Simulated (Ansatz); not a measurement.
## Point defects in ZrSe2

The parent structure is a 9-atom supercell of ZrSe2 in the CdI2 type structure (space group P-3m1, No. 164; a = 3.7351 Å, c = 6.0315 Å; layered, stacked along the Cartesian z axis) at its relaxed geometry.

One neutral defect a cell, atoms relaxed at fixed cell.

All numbers come from PBE-D3(BJ) (Ansatz, a first-principles code, PAW, scalar-relativistic without spin-orbit coupling).

```json
[
 {"case": "perfect supercell", "largest displacement of a host atom from its site in the perfect cell": "–", "pressure": "0.0 GPa"},
 {"case": "H interstitial (started 2.58 Å from the nearest host atom), symmetric start", "largest displacement of a host atom from its site in the perfect cell": "0.21 Å", "pressure": "-1.0 GPa"},
 {"case": "Se vacancy", "largest displacement of a host atom from its site in the perfect cell": "0.34 Å", "pressure": "0.5 GPa"},
 {"case": "Se on a Zr site (antisite), symmetric start", "largest displacement of a host atom from its site in the perfect cell": "0.05 Å", "pressure": "0.6 GPa"},
 {"case": "Os on a Se site", "largest displacement of a host atom from its site in the perfect cell": "0.21 Å", "pressure": "-3.4 GPa"}
]
```

The cell is small, so the values are those of an ordered compound at a high defect concentration; dilute-limit values will differ. Defects with a symmetric start kept the site's symmetry and may sit on a saddle; the others started slightly shaken. The final runs are not spin-polarised.
